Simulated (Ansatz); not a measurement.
GaAs under a change: biaxial strain −1.25 %, plane normal [111], relaxed out of plane

Base system: GaAs in the zinc blende structure (space group F-43m, No. 216; a = 5.6667 Å). Axes: x, y, z lie along the cube axes.

It is then changed as follows: compressive biaxial strain of 1.25 % in the plane normal to [111], as in epitaxy on a mismatched substrate; the out-of-plane cell vector and the atoms relax.

All numbers come from Ansatz (a first-principles code) r2SCAN, without spin-orbit coupling. k-mesh 10×10×10 (Γ-centred); smearing 0.05 eV (Fermi–Dirac).

```tsv
quantity	base	changed	shift
volume per atom	22.75 Å³	22.30 Å³	-0.45 Å³
space group	F-43m (No. 216)	R3m (No. 160)	–
shortest interatomic distance	2.454 Å	2.433 Å	-0.0203 Å
energy relative to the base (free energy F)	0 meV/atom	+3.9 meV/atom	+3.9 meV/atom
pressure (mean of the normal stresses, compression positive)	0.00 GPa	1.51 GPa	+1.503 GPa
band gap	0.96 eV	1.06 eV	+0.10 eV
gap character	direct at Γ	direct at Γ	–
electron mass	0.051 mₑ (at Γ)	0.055 mₑ out of plane, 0.059 mₑ in plane (at Γ)	–
valence-band top at Γ (three highest levels, from the VBM)	0.00, 0.00, 0.00 eV	0.00, 0.00, -0.15 eV	–
valley order (the lowest conduction-band minima on the path, energy above the VBM, named in the base's zone)	Γ 0.96 eV; L along ⟨111⟩ 1.35 eV; a point along ⟨100⟩, about 1.0 Å⁻¹ from Γ 1.72 eV	Γ 1.06 eV; L along [1-11] 1.30 eV; L along [111] 1.55 eV; a point along [100], about 1.0 Å⁻¹ from Γ 1.62 eV	–
out-of-plane strain	–	+0.54 %	–
ratio −ε⊥/ε∥	–	0.43	–
mean in-plane stress (compression positive)	–	+2.3 GPa	–
```

Final structure (turned so that z lies along the plane normal):

```xyz
2
Lattice="3.9569 0.0000 0.0000 1.9784 3.4268 0.0000 1.9784 -1.1423 3.2894" Properties=species:S:1:pos:R:3 pbc="T T T"
Ga     0.0000     0.0000     0.0080
As     3.9569     0.0000     2.4591
```

Cost of the whole job for the changed cell (relaxation, final SCF and bands): about 70 core-seconds (a rough figure).

Masses are band curvatures over ±0.01 Å⁻¹ around the edge. Whether these cells are dynamically stable was not tested. Labels are those of the standard path for the cell's own space group.
